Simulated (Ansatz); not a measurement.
A15 Mo₃Si, treated with PBE-D4 (Ansatz, a first-principles code, plane waves, PAW).

Numerical settings: plane-wave cutoff 520 eV, 12×12×12 k mesh, Fermi–Dirac smearing 0.05 eV, no spin polarisation, scalar-relativistic PAW data made under PBE.

Computed at the level's own relaxed cell.

Q: Estimate the volume per atom, bulk modulus B0, equilibrium lattice constant a and pressure derivative B′ of the bulk modulus that the calculation returns.

A: 
- volume per atom = 14.40 Å³/atom
- bulk modulus B0 = 264 GPa
- equilibrium lattice constant a = 4.866 Å
- pressure derivative B′ of the bulk modulus = 4.3

The run finds no gap.

Measured, for comparison: lattice constant a 4.889 Å (temperature not stated, copied from a table, unchecked, no zero-point or thermal correction; as tabulated in Dopovidi Akademii Nauk Ukrains'koi RSR, Seriya A: Fiziko-Tekhnichni ta Matematichni Nauki 1970, 553 (1970)). Computed (rounded) less measured: lattice constant a not scored (unchecked). A static lattice is as a rule a little smaller and stiffer than an uncorrected measurement, which narrows the difference in the lattice constant a and would widen misses of the other sign.

Static lattice: no zero-point or thermal effects.

Cost on a shared machine: roughly 5 core-minutes.
